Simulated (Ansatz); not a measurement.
Base system: SiC in the wurtzite structure (space group P6_3mc, No. 186; a = 3.056 Å, c = 5.016 Å). Axes: x lies along a and z along c of the hexagonal cell.

Method: LDA (Ansatz, a quantum-chemistry and plane-wave program), spin-orbit coupling left out.

Now apply this change: tensor shear ε_xz = +1.33 % (engineering shear γ = 0.0266), atoms relaxed at fixed cell.

Q: Predict the stress tensor and what it implies for the stiffness.

A: Stress of the strained cell less that of the base (GPa, compression positive):
```
  -0.08    0.00   -4.12
   0.00    0.06    0.00
  -4.12    0.00    0.07
```

Then −Δσ/γ with γ = 2ε = 0.0266 gives secant stiffness values (nonlinear terms included at this strain): C55 ≈ 155 GPa.

Stability against distortions was not tested.
